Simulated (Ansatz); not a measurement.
CsCl-type AuZn (cubic form, which distorts at low temperature), treated with LDA (plane waves, PAW; Ansatz, an electronic-structure program).

Numerical settings: plane-wave cutoff 520 eV, 18×18×18 k mesh, Fermi–Dirac smearing 0.05 eV, scalar-relativistic PAW data made under PBE.

Cell (relaxed at this level):

```cif
data_AuZn
_chemical_formula_sum 'Zn1 Au1'
_space_group_name_H-M_alt 'Pm-3m'
_space_group_IT_number 221
_space_group_name_Hall '-P 4 2 3'
_cell_length_a 3.09580
_cell_length_b 3.09580
_cell_length_c 3.09580
_cell_angle_alpha 90.000
_cell_angle_beta 90.000
_cell_angle_gamma 90.000
loop_
_atom_site_label
_atom_site_type_symbol
_atom_site_symmetry_multiplicity
_atom_site_Wyckoff_symbol
_atom_site_fract_x
_atom_site_fract_y
_atom_site_fract_z
_atom_site_occupancy
Zn1 Zn 1 b 0.50000 0.50000 0.50000 1
Au1 Au 1 a 0.00000 0.00000 0.00000 1
```

**Question.** Estimate the bulk modulus B0 that the calculation returns.

**Answer.** 
bulk modulus B0: 159 GPa

The run finds no gap.

Measured, for comparison: bulk modulus 131 GPa (temperature not stated, no zero-point or thermal correction; as tabulated in Nepal et al. (2020), arXiv:2007.11150). Computed (rounded) less measured: bulk modulus +21 %.

Note: the bulk modulus is −V dP/dV from two relaxed cells at ±2 % in volume; symmetry holds this phase in the static calculation, where it need not be a minimum.

Spin–orbit coupling is not included; it can shift volumes and moduli of such heavy elements.

Computed values are for the static lattice.
